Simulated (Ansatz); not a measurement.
SrO (Fm-3m) under biaxial stress in (001) (compression positive): electron conductivity mass by r2SCAN, rigid bands (plane waves, PAW, scalar-relativistic; Ansatz, a first-principles code). The unloaded cell, whose axes the loads refer to:

SrO has the cubic space group Fm-3m (No. 225), the rock salt structure, Pearson symbol cF8. Conventional cell: a = b = c = 5.122 Å, α = β = γ = 90.00°. Sr on 4a is coordinated by 6 O at 2.561 Å (octahedral). O on 4b has 6 Sr at 2.561 Å (octahedral). (Neighbours: up to the widest gap in distance over summed covalent radii, below 1.35, at either atom; cation-cation and far metal-metal contacts left out.)
(The calculation used a cell of 2 atoms; values per cell refer to that cell.)

```
biaxial stress in (001) (compression positive) (GPa)  volume per atom (Å³)  electron conductivity mass (mₑ)
----------------------------------------------------  --------------------  -------------------------------
-5.4                                                                 17.63                                ?
-3.6                                                                 17.30                            0.527
-1.8                                                                 17.03                            0.521
0                                                                    16.80                            0.515
1.8                                                                  16.60                            0.512
3.6                                                                  16.42                            0.509
5.4                                                                  16.26                            0.506
```

Problem. Fit a straight line to ln(electron conductivity mass) against the load over the rows given, and predict the row at -5.4 GPa.

Solution. The means are x̄ = 0.900 GPa and ȳ = -0.6637; Σ(x − x̄)(y − ȳ) = -0.2512 and Σ(x − x̄)² = 56.70, so the slope is -0.443 % per GPa, and the rows given lie within 0.39 % of the line. At -5.4 GPa the line gives 0.530 mₑ; the calculation gives 0.533 mₑ, 0.65 % from it.

Masses are for dilute carriers at 300 K, harmonic means over directions unless an axis is named. Spin-orbit coupling is left out. Stresses and pressures are the targets of the relaxation. The structure type is held at every load. Geometry: cell and atoms relaxed with PBEsol.
